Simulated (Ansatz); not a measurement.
Consider AlV₂C (space group P6_3/mmc, No. 194).

AlV2C is taken in the hexagonal space group P6₃/mmc (No. 194), Pearson symbol hP8. Lattice parameters: a = b = 2.905 Å, c = 13.134 Å, α = β = 90.00°, γ = 120.00°. Al on 2d has 6 V at 2.738 Å and 6 Al at 2.905 Å (anticuboctahedral). V on 4f sees 3 C at 2.017 Å and 3 Al at 2.738 Å and 9 V at 2.797–2.905 Å. C on 2a is surrounded by 6 V at 2.017 Å (octahedral). (Neighbours: up to the widest gap in distance over summed covalent radii, below 1.35, at either atom; cation-cation and far metal-metal contacts left out.)

Calculations: Ansatz (a first-principles code), PBE, PAW, cutoff 420 eV, without spin-orbit coupling, earlier PAW set.

One change was made to it. Results:

```csv
quantity,base,after
density,4.87 g/cm³,5.01 g/cm³
shortest interatomic distance,2.017 Å,2.005 Å
```

Question: Which of these changes matches the shifts?
(A) pressure 0.7 GPa
(B) pressure 10 GPa
(C) pressure 5 GPa

Answer: C, pressure 5 GPa. For comparison, the density in the other runs: pressure 0.7 GPa gives 4.89 g/cm³; pressure 10 GPa gives 5.13 g/cm³.

Load acts through the strain it causes; cell and atoms are relaxed under it. Stability against distortions was not tested. Competing high-pressure phases were not computed. Seeded moments were not kept for the base. The final runs are not spin-polarised.
